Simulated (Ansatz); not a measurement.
Take MgTe in the wurtzite structure (space group P6_3mc, No. 186) as the base.

```
CELL_PARAMETERS angstrom
      4.50890     0.00000     0.00000
     -2.25445     3.90482     0.00000
      0.00000     0.00000     7.33770
ATOMIC_POSITIONS crystal
  Mg 0.33333 0.66667 0.99977
  Mg 0.66667 0.33333 0.49977
  Te 0.33333 0.66667 0.37623
  Te 0.66667 0.33333 0.87623
```

Cartesian axes are those of the cell as printed.

All numbers come from Ansatz (an electronic-structure program), LDA, PAW, cutoff 420 eV, spin-orbit coupling left out.

The change: an isotropic linear strain of −2.40 %; the atoms relax in the strained cell.

Task: Predict the stress tensor and what it implies for the stiffness.

Result: Stress of the strained cell less that of the base (GPa, compression positive):
```
   3.28    0.00    0.00
   0.00    3.28    0.00
   0.00    0.00    3.28
```

Then B = −ΔP/(ΔV/V₀) with ΔV/V₀ = -0.0703 gives secant stiffness values (nonlinear terms included at this strain): B (at held cell shape, above the free-shape value) ≈ 47 GPa.

As a check, the harmonic strain energy −½ V₀ Δσ:ε is 24 meV/atom; the computed energy rise is 22 meV/atom.

Stability against distortions was not tested.
